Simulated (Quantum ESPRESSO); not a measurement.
A user runs Quantum ESPRESSO on Mg₆CoBi (Amm2, 8 atoms in the cell) and asks whether the run is sound. The aim is a self-consistent single point with DFT, PBEsol, plane waves, SSSP 1.1.2 efficiency (PBE) pseudopotentials.

Cell that was meant: a = 4.8501 Å, b = 6.3654 Å, c = 6.3654 Å, α = 59.32°, β = 90.00°, γ = 90.00°.

Part of the input:

```fortran
 ecutrho = 400
 occupations = 'smearing'
 smearing = 'fd'
 degauss = 0.1
 nspin = 2
 starting_magnetization(2) = 0.176
 input_dft = 'pbesol'
```

The program printed (abridged):

```
     file Mg.pbe-n-kjpaw_psl.0.3.0.UPF: wavefunction(s)  3S renormalized

     Message from routine setup:
   [... lines left out ...]
        k(    2) = (   0.0000000  -0.1924765   0.1096035), wk =   0.0500000
        k(    3) = (   0.0000000   0.3849530  -0.2192070), wk =   0.0250000
   [... 18 lines left out ...]

     Dense  grid:   154041 G-vectors     FFT dimensions: (  60,  80,  80)

     Smooth grid:    54433 G-vectors     FFT dimensions: (  45,  60,  60)

     Initial potential from superposition of free atoms

     starting charge      41.9944, renormalised to      44.0000

     negative rho (up, down):  2.157E-02 2.157E-02
     Self-consistent Calculation

     iteration #  1     ecut=    50.00 Ry     beta= 0.30

     negative rho (up, down):  2.120E-02 2.124E-02

     total energy              =    -665.60646586 Ry
     estimated scf accuracy    <      36.50680395 Ry

     total magnetization       =     0.30 Bohr mag/cell
     absolute magnetization    =     0.81 Bohr mag/cell

     iteration #  2     ecut=    50.00 Ry     beta= 0.30

     negative rho (up, down):  2.090E-02 2.094E-02

     total energy              =    -680.39851802 Ry
     estimated scf accuracy    <      41.81135132 Ry

   [... lines left out ...]

     negative rho (up, down):  2.170E-02 2.170E-02

     Magnetic moment per site  (integrated on atomic sphere of radius R)
     atom   1 (R=0.232)  charge=  0.6651  magn= -0.0000
     atom   2 (R=0.232)  charge=  0.6651  magn= -0.0000
     atom   3 (R=0.232)  charge=  0.6481  magn=  0.0000
     atom   4 (R=0.232)  charge=  0.6719  magn= -0.0000
     atom   5 (R=0.232)  charge=  0.6719  magn= -0.0000
     atom   6 (R=0.232)  charge=  0.6870  magn=  0.0000
     atom   7 (R=0.232)  charge= 15.7734  magn=  0.0000
     atom   8 (R=0.257)  charge= 12.7522  magn=  0.0000
     End of self-consistent calculation

     the Fermi energy is     6.7515 ev

!    total energy              =    -680.27590813 Ry
     estimated scf accuracy    <          3.4E-11 Ry
     smearing contrib. (-TS)   =      -1.37217898 Ry
     internal energy E=F+TS    =    -678.90372916 Ry

     total magnetization       =    -0.00 Bohr mag/cell
     absolute magnetization    =     0.00 Bohr mag/cell

     convergence has been achieved in  28 iterations

     negative rho (up, down):  2.170E-02 2.170E-02

     Forces acting on atoms (cartesian axes, Ry/au):

     atom    1 type  1   force =     0.00000000    0.01011083    0.00747999
     atom    2 type  1   force =     0.00000000   -0.01011083    0.00747999
   [... lines left out ...]
     Total force =     0.024789     Total SCF correction =     0.000014
   [... lines left out ...]

     negative rho (up, down):  2.170E-02 2.170E-02
          total   stress  (Ry/bohr**3)                   (kbar)     P=       47.77
   0.00037621   0.00000000   0.00000000           55.34        0.00        0.00
   0.00000000   0.00025265   0.00000000            0.00       37.17        0.00
   0.00000000   0.00000000   0.00034539            0.00        0.00       50.81

   JOB DONE.
```

**Question.** Is anything amiss in this input, and did it matter?

**Answer.** The run is not sound. The fault is an energy in the wrong unit. A bare number is read in the key's own unit, and eV, Ry (13.6 eV) and Ha (27.2 eV) lie far apart, so the setting ends up far from the one that was meant. To fix it, convert the value to the unit that the key expects. The run converged in 28 iterations without an error; against the sound input the free energy drops by 1.43 eV/atom, the pressure goes from -1.09 to 4.78 GPa, the largest force goes from 0.066 to 0.323 eV/Å and the size of the net moment goes from 0.09 to 0.00 μB/atom. The full log also holds: “c_bands:  2 eigenvalues not converged” and “c_bands:  4 eigenvalues not converged”.

The sound input it was made from differs as follows (other fixes are possible):
```diff
- degauss = 0.1
+ degauss = 0.0073499
```

With that input, the run converged in 31 iterations: free energy E − TS -9244.1757 eV; Fermi level (on the code's own zero) 6.40 eV; pressure -1.09 GPa; largest force (vector length) 0.066 eV/Å; size of the cell's spin moment 0.72 μB (DFT, PBEsol, plane waves, SSSP 1.1.2 efficiency (PBE) pseudopotentials).

On the sound input: the starting cell comes from a database of computed structures (which also holds hypothetical and non-ambient phases and stackings), without a prior relaxation at this level. Spin-orbit coupling is off. With one magnetic atom in the cell only a parallel order is possible.
